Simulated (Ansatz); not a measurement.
CsCl-type AuZn (cubic form, which distorts at low temperature), treated with RPBE (Ansatz, an electronic-structure program, plane waves, PAW).

Numerical settings: plane-wave cutoff 520 eV, 18×18×18 k mesh, Fermi–Dirac smearing 0.05 eV, scalar-relativistic PAW data made under PBE.

Computed at the level's own relaxed cell.

Task: What does this level give for the volume per atom, bulk modulus B0, lattice constant a and pressure derivative B′ of the bulk modulus?

Result: 
* **volume per atom**: 16.71 Å³/atom
* **bulk modulus B0**: 102 GPa
* **lattice constant a**: 3.221 Å
* **pressure derivative B′ of the bulk modulus**: 5.7

The run finds no gap.

Measured, for comparison: bulk modulus 131 GPa (temperature not stated, not corrected to a static lattice; as tabulated in Nepal et al. (2020), arXiv:2007.11150). Computed (rounded) less measured: bulk modulus -22 %.

Note: symmetry holds this phase in the static calculation, where it need not be a minimum.

Spin–orbit coupling is not included; it can shift volumes and moduli of such heavy elements.

Computed values are for the static lattice.

The result took about 2.4 core-minutes (a rough figure).
